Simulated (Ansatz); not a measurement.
What Ga → Cu does to GaP

Start from GaP in the zinc blende structure (space group F-43m, No. 216; a = 5.439 Å).

It is then changed as follows: full substitution Ga → Cu; the structure is relaxed again.

Computed with Ansatz (a quantum-chemistry and plane-wave program) PBEsol, no spin-orbit coupling, earlier PAW set. Γ-centred 16×16×16 mesh, Fermi–Dirac width 0.05 eV, for the changed cell.

```csv
quantity,base,changed,shift
density,4.16 g/cm³,4.66 g/cm³,+0.506 g/cm³
lattice parameter a,10.278 bohr,9.686 bohr,-0.5925 bohr
shortest interatomic distance,4.451 bohr,4.194 bohr,-0.257 bohr
band gap,1.45 eV,zero,–
```

Final structure:

```yaml
crystal:
  lattice:
    - [0.00000, 2.56272, 2.56272]
    - [2.56272, 0.00000, 2.56272]
    - [2.56272, 2.56272, 0.00000]
  atoms:
    - { symbol: P, position: [0.75000, 0.75000, 0.75000] }
    - { symbol: Cu, position: [0.00000, 0.00000, 0.00000] }
```

Whether these cells are dynamically stable was not tested. As relaxed here, CuP is a hypothetical phase, not in the database extracts checked. The final runs are not spin-polarised.
